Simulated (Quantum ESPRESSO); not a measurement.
# Relaxation of the atoms of CaGaSiH (P3m1, 4 atoms in the cell) at several settings

```
CaGaSiH
1.0
    4.09110     0.00000     0.00000
   -2.04555     3.54300     0.00000
    0.00000     0.00000     4.76280
H Si Ga Ca
1 1 1 1
Direct
  0.00000   0.00000   0.92500
  0.66667   0.33333   0.43370
  0.00000   0.00000   0.55680
  0.33333   0.66667   0.00000
```

Base: PBEsol, PseudoDojo standard norm-conserving (PBESOL) pseudopotentials (Quantum ESPRESSO). Its settings: ecutwfc = 80 Ry; occupations = smearing; smearing = fd; degauss = 0.0073499 Ry; potentials = {H: H.upf, Si: Si.upf, Ga: Ga.upf, Ca: Ca.upf}; K_POINTS = automatic 5 5 4 0 0 0; conv_thr = 1e-10 Ry; mixing_beta = 0.7. Starting volume 17.26 Å³ per atom.

Each line gives the change from the base single point and the result:

- atoms moved at random; calculation: scf → relax; tprnfor: true → default; tstress: true → default; conv_thr: 1e-10 Ry → 7.3e-05 Ry; forc_conv_thr: default → 0.0012 Ry/bohr: largest force (vector length) 0.028 eV/Å; relaxation steps 15; free energy against the base single point 0.0 meV/atom.
- atoms moved at random; calculation: scf → relax; tprnfor: true → default; tstress: true → default; forc_conv_thr: default → 0.00019 Ry/bohr: largest force (vector length) 0.006 eV/Å; relaxation steps 14; free energy against the base single point -0.1 meV/atom.
- calculation: scf → relax; tprnfor: true → default; tstress: true → default: largest force (vector length) 0.026 eV/Å; relaxation steps 2; free energy against the base single point 0.0 meV/atom.

The starting cell comes from a database of published, mostly measured structures (it also holds non-ambient and calculated ones), without a prior relaxation at this level.
